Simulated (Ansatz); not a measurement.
Ansatz (a first-principles code) run on ScGe (Cm, 4 atoms in the cell): self-consistent single point.

Method of the run: PBEsol, default PAW files made with PBE (plane waves; Ansatz).

```yaml
crystal:
  lattice:
    - [2.01086, -5.06599, 0.00000]
    - [2.01086, 5.06599, 0.00000]
    - [0.00000, 0.00000, 3.78627]
  atoms:
    - { symbol: Sc, position: [0.86301, 0.13699, 0.76321] }
    - { symbol: Sc, position: [0.13699, 0.86301, 0.25000] }
    - { symbol: Ge, position: [0.58951, 0.41049, 0.75000] }
    - { symbol: Ge, position: [0.41049, 0.58951, 0.25000] }
```

Reference input (self-consistent single point, DFT, PBEsol, plane waves, default PAW files made with PBE): basis.ecutwfc = 30.9 Ry; kpoints.mp_grid.grid = 7 7 7; hamiltonian.xc = pbesol; hamiltonian.pseudopotentials = {kind: paw} (the program's default PAW files); scf.occupations.method = gaussian; scf.occupations.width = 0.0073 Ry. This run's input differs from it in these lines:

Ansatz 0.2 input:
```diff
@@ -14,3 +14,3 @@
 kpoints:
-  mp_grid: { grid: [7, 7, 7] }
+  mp_grid: { grid: [17, 17, 17] }
 hamiltonian:
@@ -19,3 +19,3 @@
 scf:
-  occupations: { method: gaussian, width: 0.0073 Ry }
+  occupations: { method: gaussian, width: 0.022 Ry }
 output:
```

Log, with long lists cut:

```
SCF iter   1: F=—  HF=-12733.383859 eV  |F-HF|=—  |Δ(HF+E_count)|=         —  Δρ=3.65e-3  dr2=8.05e-3  ethr=1.77e-3  ⟨swp⟩=4.9  Hψ=135318  notcnv=0
all-band conjugate gradients solve this SCF's bands
preconditioner: auto → Kerker (q_TF=auto, 2.538 Å⁻¹)
SCF iter   2: F=—  HF=-12733.381551 eV  |F-HF|=—  |Δ(HF+E_count)|=   2.31e-3  Δρ=1.67e-3  dr2=2.00e-3  ethr=1.61e-5  ⟨swp⟩=2.2  Hψ=73984  notcnv=0
SCF iter   3: F=—  HF=-12733.381343 eV  |F-HF|=—  |Δ(HF+E_count)|=   2.08e-4  Δρ=6.68e-4  dr2=4.44e-4  ethr=4.00e-6  ⟨swp⟩=2.4  Hψ=56918  notcnv=0
SCF iter   4: F=—  HF=-12733.381294 eV  |F-HF|=—  |Δ(HF+E_count)|=   4.89e-5  Δρ=2.18e-4  dr2=6.14e-5  ethr=8.88e-7  ⟨swp⟩=2.0  Hψ=61467  notcnv=0
SCF iter   5: F=—  HF=-12733.381277 eV  |F-HF|=—  |Δ(HF+E_count)|=   1.64e-5  Δρ=7.24e-5  dr2=5.23e-6  ethr=1.23e-7  ⟨swp⟩=2.0  Hψ=61536  notcnv=0
SCF iter   6: F=—  HF=-12733.381277 eV  |F-HF|=—  |Δ(HF+E_count)|=   7.74e-7  Δρ=1.66e-5  dr2=3.39e-7  ethr=1.05e-8  ⟨swp⟩=2.0  Hψ=48613  notcnv=0
SCF iter   7: F=-12733.381277 eV  HF=-12733.381277 eV  |F-HF|=5.03e-9  |Δ(HF+E_count)|=   6.41e-8  Δρ=3.46e-6  dr2=9.62e-9  ethr=2.00e-10  ⟨swp⟩=4.7  Hψ=132775  notcnv=0
SCF 1 converged in 7 iterations: F = -12733.381277 eV  dr2 = 9.62e-9
Free energy (F): -12733.381277 eV
Internal energy: -12733.287151 eV  (E = F + TS)
E sigma→0 (E₀):  -12733.334214 eV
Entropy (-TS):   -0.094125 eV (-23.531 meV/atom)
Fermi energy:    11.393613 eV
--- Forces (eV/Å), atoms counted from 1 ---
  atom   1  Sc     0.00000000    -0.06180750    -0.30537134
  atom   2  Sc     0.00000000     0.07011529     0.05544858
  atom   3  Ge     0.00000000     0.00993168     0.04178537
  atom   4  Ge     0.00000000    -0.01824085     0.20813711
--- Stress (GPa, compression-positive) ---
       -3.283118       0.000000       0.000000
        0.000000      -3.385071      -0.358774
        0.000000      -0.358774      -3.325573
  P = ⅓ Tr σ = -3.3313 GPa (-33.313 kbar)
  The stress holds the Pulay correction. Without it, at fixed plane waves, as pw.x and ABINIT print it: P = -3.3528 GPa
```

The run converged in 7 iterations. Against the reference run the free energy drops by 11.9 meV/atom, the pressure hardly changes (-3.39 to -3.33 GPa) and the largest force moves little (0.316 to 0.312 eV/Å).

The starting cell comes from a database of computed structures (which also holds hypothetical and non-ambient phases and stackings), without a prior relaxation at this level. Its lattice was rescaled by up to half a per cent. One atom was moved a little off its site on purpose. With a pressure of about -3 GPa the cell is away from its equilibrium volume at this level. Ansatz's pressure includes its estimate of the finite-basis (Pulay) stress.

Cost on one core of a shared machine: roughly 4 min.
